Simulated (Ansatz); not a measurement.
Pressure series in ZrS2

Consider ZrS2 in the CdI2 type structure (space group P-3m1, No. 164; a = 3.6348 Å, c = 5.7197 Å; layered, stacked along the Cartesian z axis).

Cell and atoms are relaxed at each pressure.

Computed with PBE-D3(BJ) (Ansatz, a program for electronic structure, PAW, no spin-orbit coupling).

Notes on the quantities. enthalpy: H = E + PV relative to the base's energy.

| variant | band gap | volume per atom | enthalpy | c/a ratio |
|---|---|---|---|---|
| base | 0.66 eV | 21.81 Å³ | – | 1.574 |
| pressure −1 GPa | 0.83 eV | 22.62 Å³ | -0.14 eV/atom | 1.606 |
| pressure 1.8 GPa | 0.43 eV | 20.88 Å³ | +0.24 eV/atom | 1.545 |
| pressure 4.2 GPa | 0.21 eV | 20.00 Å³ | +0.55 eV/atom | 1.526 |
| pressure 9 GPa | zero | 18.78 Å³ | +1.13 eV/atom | 1.514 |
| pressure 18 GPa | zero | 17.23 Å³ | +2.13 eV/atom | 1.521 |
| pressure 30 GPa | zero | 15.76 Å³ | +3.37 eV/atom | 1.552 |
| pressure 45 GPa | zero | 14.31 Å³ | +4.77 eV/atom | 1.611 |
| pressure 60 GPa | zero | 13.26 Å³ | +6.06 eV/atom | 1.666 |

The mesh was chosen for an insulator and is coarse for the gapless case. Load acts through the strain it causes; cell and atoms are relaxed under it. Whether these cells are dynamically stable was not tested. No other phases were tried under pressure. The final runs are not spin-polarised. The zero or small gap of ZrS2 under pressure 4.2 GPa, ZrS2 under pressure 9 GPa and ZrS2 under pressure 18 GPa can change with the level of theory.
